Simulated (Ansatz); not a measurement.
O interstitial in corundum

All values below come from PBE, PAW (plane waves to 420 eV; Ansatz, a first-principles code). A 2×2×1 supercell of 120 sites was used; the energies come from a 2×2×2 Γ-centred sampling of its zone. Site at the start: void with 3O nearest, no. 1. Finite-size correction: monopole term and site-potential alignment. Dielectric constants: PBE linear response of the host. Host gap at this level: 5.85 eV. These values are not converged in cell size to better than tenths of an eV. The semilocal functional narrows the gap, so deep levels can fall outside it. Spin–orbit coupling is left out. Each state is the lowest found from its start.

Formation energies E_f are given with the Fermi level at the valence-band maximum. Chemical conditions: Al-rich (Δμ(O) = -4.96 eV; only phases computed here count, gases as isolated molecules at 0 K); O-rich (Δμ(O) = 0.00 eV; only phases computed here count, gases as isolated molecules at 0 K). Reference phases: O: O2 molecule in a box.

The name describes the start; the neighbours show where the added atom ended.

| charge | moment (μB) | point group | largest move off a lattice site (Å) | neighbours of the added atom at the end (Å) | image correction with alignment (eV) | E_f, Al-rich (eV) | E_f, O-rich (eV) | above the lowest spin state (eV) |
|---|---|---|---|---|---|---|---|---|
| +1 | 1.0 | C2 | 0.71 | O 1.38, Al 1.87, Al 2.13 | 0.27 | 8.38 | 3.42 | 0.00 |
| 0 | 0.0 | C2 | 0.74 | O 1.48, Al 1.87, Al 1.94, O 2.24, Al 2.26 | 0.00 | 8.71 | 3.75 | 0.00 |
| 0 | not spin-polarised | C2 | 0.74 | O 1.48, Al 1.87, Al 1.94, O 2.24, Al 2.26 | 0.00 | 8.71 | 3.75 | 0.00 |
| −1 | 1.0 | C2 | 0.97 | Al 1.86, Al 1.88, O 1.90, Al 1.99, O 2.18, O 2.35 | 0.05 | 12.02 | 7.05 | 0.00 |
| −2 | not spin-polarised | C2 | 1.13 | Al 1.88, Al 1.88, Al 1.92, Al 1.97, O 2.17, O 2.21, O 2.30 | 0.35 | 14.66 | 9.69 | 0.00 |

Point groups are those of the whole cell at tolerances of 0.03 and 0.1 Å ("near" where only the looser one holds); none is given for unsettled states.

Starting moments that weren't kept: charge 0 began with 2 μB and ended with 0.0.

No other site or start that was run ended lower by more than 0.1 eV.

Transition levels above the valence-band maximum: ε(+1/0) = 0.33 eV; ε(0/−1) = 3.31 eV; ε(−1/−2) = 2.64 eV. On the lower envelope of the bound states, inside the gap: (+1/0) at 0.33 eV; (0/−2) at 2.97 eV; the others aren't thermodynamic.

Flagged in the runs: a doubtful potential alignment, a host whose relaxation on this sampling wasn't shown to rest.
